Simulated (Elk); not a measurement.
A self-consistent single point of TiPt₃ (Pm-3m, 4 atoms in the cell) with Elk.

Method: PBE, all-electron FP-LAPW, Elk's shipped species files, LAPW+lo basis (Elk).

```xyz
4
Lattice="3.9245 0.0000 0.0000 0.0000 3.9245 0.0000 0.0000 0.0000 3.9245" Properties=species:S:1:pos:R:3 pbc="T T T"
Ti     0.0000     0.0000     0.0000
Pt     1.9623     1.9623     0.0000
Pt     0.0000     1.9623     1.9623
Pt     1.9623     0.0000     1.9623
```

Reference input (self-consistent single point, DFT, PBE, all-electron FP-LAPW, Elk's shipped species files, LAPW+lo basis): xctype = 20; rgkmax = 8; stype = 1; swidth = 0.00999582 Ha; ngridk = 7 7 7; gmaxvr = 14 1/bohr; nxoapwlo = 1; rmtscf = 0.88. This run's input differs from it in these lines:

```diff
@@ -10,3 +10,3 @@
 gmaxvr
-  14.0
+  7.5
```

Output, abridged:

```
│ Self-consistent loop started │
│ Loop number : 1 │
 total energy                :     -56134.6482913
│ Loop number : 2 │
 total energy                :     -56141.4479579
RMS change in Kohn-Sham potential (target) :   0.4465890379     (  0.1000000000E-05)
Absolute change in total energy (target)   :    6.799666652     (  0.1000000000E-03)
│ Loop number : 3 │
 total energy                :     -56138.5179172
RMS change in Kohn-Sham potential (target) :   0.4826416560     (  0.1000000000E-05)
Absolute change in total energy (target)   :    1.230124058     (  0.1000000000E-03)
│ Loop number : 4 │
   [... lines left out ...]
Absolute change in total energy (target)   :   0.3819974954E-03 (  0.1000000000E-03)
│ Loop number : 17 │
 total energy                :     -56194.4813782
RMS change in Kohn-Sham potential (target) :   0.4587175590E-06 (  0.1000000000E-05)
Absolute change in total energy (target)   :   0.2121841535E-03 (  0.1000000000E-03)
│ Loop number : 18 │
 total energy                :     -56194.4813784
RMS change in Kohn-Sham potential (target) :   0.2668628127E-06 (  0.1000000000E-05)
Absolute change in total energy (target)   :   0.5327757390E-04 (  0.1000000000E-03)
Convergence targets achieved

│ Loop number : 19 │

Energies :
 Fermi                       :     0.456643577467
 total energy                :     -56194.4813610

Density of states at Fermi energy :    49.91854103
 (states/Hartree/unit cell)

Estimated indirect band gap :   0.1932101731E-02
 from k-point      3 to k-point     13
Estimated direct band gap   :   0.8705072915E-02
 at k-point      2

Charges :
 core                        :    154.0000000
 valence                     :    102.0000000
 interstitial                :    6.990851274
 muffin-tins (core leakage)
  species :    1 (Ti)
   atom    1                 :    19.66538866     (  0.1532492533E-07)
  species :    2 (Pt)
   atom    1                 :    76.44792002     (  0.9080412821E-03)
   atom    2                 :    76.44792002     (  0.9080412821E-03)
   atom    3                 :    76.44792002     (  0.9080412821E-03)
 total in muffin-tins        :    249.0091487
 total calculated charge     :    255.9915074
 total charge                :    256.0000000
 error                       :   0.8492591065E-02

│ Self-consistent loop stopped │
```

The run converged in 19 iterations. The count includes the last loop, which Elk runs after its targets are met. Against the reference run the total energy falls by 1.1 meV/atom.

The starting cell comes from a database of computed structures (which also holds hypothetical and non-ambient phases and stackings), without a prior relaxation at this level. Its lattice was rescaled by a random factor within 2.5 % of one. Spin-orbit coupling is off. Spin polarisation is off. Values depend on the basis (sphere radii, cutoffs, local orbitals), which need not be converged. The log's line on a gap gives a spacing of levels on this mesh, which the program prints for metals too.

Cost on one core of a shared machine: roughly 70 s.
